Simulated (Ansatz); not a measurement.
The reference is CdO in the rock salt structure (space group Fm-3m, No. 225; a = 4.7676 Å).

Computed with Ansatz (a quantum-chemistry and plane-wave program) PBE, no spin-orbit coupling.

Before the change:

| Item | Result |
|---|---|
| Pressure | 0.0 GPa |
| Band gap | zero |

It is then changed as follows: an isotropic linear strain of +1.55 %; the atoms relax in the strained cell.

What happens to the energy relative to the base, pressure and band gap?

The energy increases by 11 meV/atom; the pressure goes from zero to -5.2 GPa; the band gap is still zero.

The mesh was chosen for an insulator and is coarse for the gapless case. Stability against distortions was not tested. All final runs are without spin polarisation. A zero or small gap of CdO can be the functional's error rather than a property of the material.
